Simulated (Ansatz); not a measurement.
**WC, response to strain**

Start from WC (space group P-6m2, No. 187; relaxed with 0.1 eV smearing).

```
WC
1.0
    2.91268     0.00000     0.00000
   -1.45634     2.52245     0.00000
    0.00000     0.00000     2.83536
W C
1 1
Direct
  0.00000   0.00000   0.00000
  0.33333   0.66667   0.50000
```

Strains are applied to the cell and any free atomic positions relax.

Computed with plane-wave PAW DFT at the r2SCAN level (Ansatz, a quantum-chemistry and plane-wave program, 500 eV), scalar-relativistic without spin-orbit coupling.

Notes on the quantities. pressure: mean of the normal stresses, compression positive; energy relative to the base: free energy F.

```csv
change,pressure,energy relative to the base,volume per atom
base,0.0 GPa,0 meV/atom,10.42 Å³
isotropic strain +0.50 %,-5.9 GPa,+2.9 meV/atom,10.57 Å³
isotropic strain +1.00 %,…,…,10.73 Å³
isotropic strain +1.50 %,-16.5 GPa,+25 meV/atom,10.89 Å³
isotropic strain +2.00 %,-21.2 GPa,+44 meV/atom,11.05 Å³
isotropic strain +2.50 %,-25.6 GPa,+68 meV/atom,11.22 Å³
isotropic strain +3.00 %,-29.7 GPa,+97 meV/atom,11.38 Å³
```

### Question
Some entries are withheld; estimate them.

### Answer

- isotropic strain +1.00 %, pressure: -11.3 GPa
- isotropic strain +1.00 %, energy relative to the base: +11 meV/atom

Stability against distortions was not tested. The final runs are not spin-polarised.
